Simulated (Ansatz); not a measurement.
Pd3Ge2S2 (model structure, started from the Co3Sn2S2 type, R-3m, No. 166, 7 atoms in the cell), treated with r²SCAN in Ansatz (PAW).

Numerical settings: plane-wave cutoff 560 eV, 12×12×12 k mesh, Fermi–Dirac smearing 0.05 eV, scalar-relativistic PAW data made under PBE.

Cell (relaxed at this level):

Pd3Ge2S2 is modelled in the trigonal space group R-3m, hexagonal axes (No. 166), Pearson symbol hR7. Lattice parameters: a = b = 5.804 Å, c = 12.698 Å, α = β = 90.00°, γ = 120.00°. Pd on 9d has 2 S at 2.320 Å and 2 Ge at 2.699 Å and 2 Ge at 2.902 Å and 4 Pd at 2.902 Å. Ge1 on 3b is surrounded by 2 S at 2.628 Å and 6 Pd at 2.902 Å. Ge2 on 3a sees 6 Pd at 2.699 Å. S on 6c is surrounded by 3 Pd at 2.320 Å and 1 Ge at 2.628 Å. (Neighbours: up to the widest gap in distance over summed covalent radii, below 1.35, at either atom; cation-cation and far metal-metal contacts left out.)
(The calculation used a cell of 7 atoms; values per cell refer to that cell.)

Task: Predict the bulk modulus B0.

Result: 
bulk modulus B0: 78.2 GPa

Note: the run has no spin polarisation, so it can have missed a magnetic state; the bulk modulus is −V dP/dV from two relaxed cells at ±2 % in volume; the relaxation could raise the start's symmetry but not lower it, so the cell can be a saddle point.

Cost on a shared machine: very roughly 19 core-minutes.

A model structure was made by putting elements into a prototype or built by hand; it is no filed structure, need not be a known phase, and can be a saddle point held by its symmetry.

Ansatz is an electronic-structure program.
